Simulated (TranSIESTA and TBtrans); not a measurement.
Junction: Na chain with one bond stretched by 2.0 Å. Leads: straight Na chain, spacing 3.498 Å. Geometry: as built, not relaxed. Transport runs along z; the first 6 and the last 6 of the 18 atoms are the lead cells, repeated to infinity.

```xyz
18
Lattice="9.000 0.000 0.000 0.000 9.000 0.000 0.000 0.000 64.964" Properties=species:S:1:pos:R:3 pbc="F F T"
Na     4.500     4.500     0.000
Na     4.500     4.500     3.498
Na     4.500     4.500     6.996
Na     4.500     4.500    10.494
Na     4.500     4.500    13.992
Na     4.500     4.500    17.490
Na     4.500     4.500    20.988
Na     4.500     4.500    24.486
Na     4.500     4.500    27.984
Na     4.500     4.500    33.482
Na     4.500     4.500    36.980
Na     4.500     4.500    40.478
Na     4.500     4.500    43.976
Na     4.500     4.500    47.474
Na     4.500     4.500    50.972
Na     4.500     4.500    54.470
Na     4.500     4.500    57.968
Na     4.500     4.500    61.466
```

Run with TranSIESTA and TBtrans (open boundaries, self-consistent; PseudoDojo norm-conserving potentials, scalar-relativistic): PAO.BasisSize DZP, PAO.EnergyShift 0.15 eV, XC.Authors PBE, Mesh.Cutoff 200 Ry, ElectronicTemperature 300 K, TS.Voltage 0.0 eV, TBT.Elecs.Eta 0.001 eV, no spin polarisation.

Energies count from the leads' Fermi level. Transmissions are for one spin of a degenerate pair. The energy step is 0.01 eV; narrower resonances are cut or missed.

```
E (eV)      T
------  -----
-0.20   0.420
-0.15   0.450
-0.10   0.472
-0.05   0.487
0.00    0.496
0.05    0.499
0.10    0.498
0.15    0.495
0.20    0.491
```

Question: Give the zero-bias conductance in μS and the resistance at 300 K.

Answer: At the Fermi level T = 0.496. Averaged with −∂f/∂E over the full grid (kT = 25.9 meV) it is 0.493. With G0 = 2e²/h = 77.48 μS, G = 38.2 μS and R = 1/G = 26.2 kΩ.

Question: The eigenchannels at the Fermi level transmit 0.496. What Fano factor of the shot noise follows at low temperature and bias?

Answer: F = Σ τ(1 − τ)/Σ τ = 0.250/0.496 = 0.50.

The straight chain is held at its spacing; free chains may zigzag or dimerise. No spin-polarised start was tried, so a magnetic state, if there is one, is missed.
